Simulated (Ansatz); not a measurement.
The starting structures come from a database of crystals and need not be the phases stable at ambient conditions.

 Where the default PAW files enter, the runs use the earlier of Ansatz's two default sets.

**Evanescent states of Ca3BiN (Pm-3m, anti-perovskite, not sure to be the ambient phase, 5 atoms a cell, 23.5 Å³ an atom, -2 GPa at this level) along the normal of (111)**

Method: PBEsol (plane waves, PAW; Ansatz, a first-principles code).

The gap is the functional's own. No spin-orbit coupling. Mid-gap values are interpolated on the energy grid.

Energies count from the valence-band top; κ is the least over a 6×6 mesh across the current.

| E (eV) | κ (1/Å) | where |
|---|---|---|
| 0.03 | 0.021 | Γ |
| 0.07 | 0.035 | Γ |
| 0.12 | 0.043 | Γ |
| 0.17 | 0.050 | Γ |
| 0.23 | 0.054 | Γ |
| 0.28 | 0.049 | Γ |
| 0.33 | 0.035 | Γ |

Problem. How thick must the barrier be to attenuate the transmission by 10^8 when the electrodes' Fermi level lies at 0.28 eV, and what attenuation does that film give at 0.03 eV?

Solution. d = 8 ln 10 / (2 × 0.049) = 188.0 Å. At 0.03 eV it gives 8 × 0.021/0.049 = 3.4 decades.
